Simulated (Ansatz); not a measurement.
Results of LDA (Ansatz, an electronic-structure program, plane waves, PAW) for LaBi (model structure, started from the wurtzite type, P6₃/mmc, No. 194, 4 atoms in the cell).

Run with plane-wave cutoff 520 eV, 6×6×4 k mesh (along the axes of the cell as run), Fermi–Dirac smearing 0.01 eV, scalar-relativistic PAW data made under PBE.

Cell (relaxed at this level):

```cif
data_Bi2La2
_chemical_formula_sum 'La2 Bi2'
_space_group_name_H-M_alt 'P 1'
_space_group_IT_number 1
_cell_length_a 5.51875
_cell_length_b 5.51875
_cell_length_c 6.44386
_cell_angle_alpha 90.000
_cell_angle_beta 90.000
_cell_angle_gamma 120.000
loop_
_space_group_symop_operation_xyz
  'x, y, z'
loop_
_atom_site_label
_atom_site_type_symbol
_atom_site_fract_x
_atom_site_fract_y
_atom_site_fract_z
_atom_site_occupancy
La1 La 0.66667 0.33333 0.06260 1
La2 La 0.33333 0.66667 0.56260 1
Bi1 Bi 0.66667 0.33333 0.56260 1
Bi2 Bi 0.33333 0.66667 0.06260 1
```

Task: What does this level give for the bulk modulus?

Result: 
* **bulk modulus**: 41.8 GPa

The run finds no gap.

Note: the bulk modulus is −V dP/dV from two relaxed cells at ±2 % in volume; the relaxation could raise the start's symmetry but not lower it, so the cell can be a saddle point.

Spin–orbit coupling is not included; it can shift volumes and moduli of such heavy elements.

The computed numbers hold no vibrational or temperature effects.

It cost very roughly 5 core-minutes of CPU time.

A model structure was made by putting elements into a prototype or built by hand; it is no filed structure, need not be a known phase, and can be a saddle point held by its symmetry.
